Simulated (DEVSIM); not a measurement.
System: Cr/La2O3/n-In0.53Ga0.47As capacitor, at 300 K.

| layer (left to right) | material | thickness (nm) | Nd (cm⁻³) |
|---|---|---|---|
| 1 | La2O3 | 13.0 | - |
| 2 | In0.53Ga0.47As | 14000 | 1.6e15 |

Metal gate on the left, work function 4.5 eV. Fixed charge at the semiconductor interface 1e12 cm⁻² (in units of +e); no interface traps.

Constants are typed, rounded textbook-type inputs, not results; the design itself was drawn at random and stands for no fabricated device. Values at 300 K.

```csv
parameter,La2O3,In0.53Ga0.47As
gap (eV),5.8,0.74
affinity (eV),1.8,4.51
permittivity,27,13.9
Nc (cm⁻³),-,2.1e17
Nv (cm⁻³),-,7.7e18
```

DEVSIM, 1D Poisson equation in equilibrium, Boltzmann statistics, complete ionisation; no quantum confinement or tunnelling. Metal contacts follow the ideal Schottky-Mott rule: no Fermi-level pinning, no interface dipoles.

### Question
Tabulate band edges, carrier densities and field at -0.55 V on the gate.

### Answer
Energies count from the Fermi level of the right contact; mesh points crowd at the junctions.

```tsv
x (μm)	Ec (eV)	Ev (eV)	n (cm⁻³)	p (cm⁻³)	field (V/cm)
0.000	3.250	-2.550	< 1e2	< 1e2	-73000
0.001670	3.238	-2.562	< 1e2	< 1e2	-73000
0.005115	3.213	-2.587	< 1e2	< 1e2	-73000
0.009997	3.177	-2.623	< 1e2	< 1e2	-73000
0.01284	3.157	-2.643	< 1e2	< 1e2	-73000
0.01446	0.444	-0.296	7.4e9	8.1e13	-11000
0.01860	0.439	-0.301	8.8e9	6.8e13	-11000
0.03554	0.421	-0.319	1.8e10	3.4e13	-11000
0.07101	0.385	-0.355	7.3e10	8.3e12	-9800
0.1647	0.302	-0.438	1.8e12	3.3e11	-7900
0.4068	0.170	-0.570	2.9e14	2.1e9	-3100
1.396	0.126	-0.614	1.6e15	3.7e8	≈ 0
3.587	0.126	-0.614	1.6e15	3.7e8	≈ 0
8.492	0.126	-0.614	1.6e15	3.7e8	≈ 0
12.44	0.126	-0.614	1.6e15	3.7e8	≈ 0
13.40	0.126	-0.614	1.6e15	3.7e8	≈ 0
13.78	0.126	-0.614	1.6e15	3.7e8	≈ 0
13.92	0.126	-0.614	1.6e15	3.7e8	≈ 0
13.99	0.126	-0.614	1.6e15	3.7e8	≈ 0
14.00	0.126	-0.614	1.6e15	3.7e8	≈ 0
14.01	0.126	-0.614	1.6e15	3.7e8	≈ 0
14.01	0.126	-0.614	1.6e15	3.7e8	≈ 0
```
